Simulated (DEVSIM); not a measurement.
Structure: illuminated Si n-on-p cell, one wavelength, at 300 K.

```csv
layer (left to right),material,thickness (μm),Nd (cm⁻³),Na (cm⁻³),τn (s),τp (s),absorption coefficient (cm⁻¹)
1,Si,0.110,9.7e18,-,7.8e-7,3.8e-7,1200
2,Si,52.0,-,2.7e16,4.6e-6,4.6e-6,1200
```

Left contact: ohmic, minority hole recombination velocity 20 cm/s. Right contact: ohmic, minority electron recombination velocity 1e5 cm/s. Voltage is applied to the left contact. Recombination: SRH at mid-gap, radiative, Auger. Light enters at the left, 3.9e16 photons cm⁻² s⁻¹, one pass, no reflection. Mobility is μmin + (μ − μmin)/(1 + (N/Nref)^α).

This is a model device: material constants are rounded textbook-type values typed into the input, and sizes, dopings and lifetimes were drawn at random. Values at 300 K.

```
parameter           Si
-------------  -------
gap (eV)         1.124
affinity (eV)     4.05
permittivity      11.7
Nc (cm⁻³)      2.86e19
Nv (cm⁻³)       3.1e19
μn (cm²/Vs)       1417
μp (cm²/Vs)        470
μn,min              52
μp,min              45
Nref,n          9.7e16
Nref,p          2.2e17
αn                0.68
αp                0.72
B (cm³/s)      4.7e-15
Cn (cm⁶/s)     2.8e-31
Cp (cm⁶/s)     9.9e-32
```

Simulated with DEVSIM: 1D drift-diffusion, Boltzmann statistics, complete ionisation; no tunnelling, impact ionisation, image-force lowering or self-heating.

Base results: dark forward voltage at 100 A/cm² (V) 0.830; fill factor 0.81; dark forward voltage at 1 A/cm² (V) 0.682; short-circuit current (mA/cm²) 5.28.

Problem. What follows from this one change: recombination velocity at the right contact 100000 → 1000 cm/s?

Solution. dark forward voltage at 100 A/cm² 0.830 → 0.862 V; fill factor 0.81 → 0.82; dark forward voltage at 1 A/cm² 0.682 → 0.714 V; short-circuit current 5.28 → 5.94 mA/cm².

Problem. What follows from this one change: minority lifetime in layer 2 4.6e-06 → 4.6e-07 s?

Solution. dark forward voltage at 100 A/cm² little changed (0.832 V); fill factor little changed (0.81); dark forward voltage at 1 A/cm² 0.682 → 0.673 V; short-circuit current 5.28 → 4.95 mA/cm².
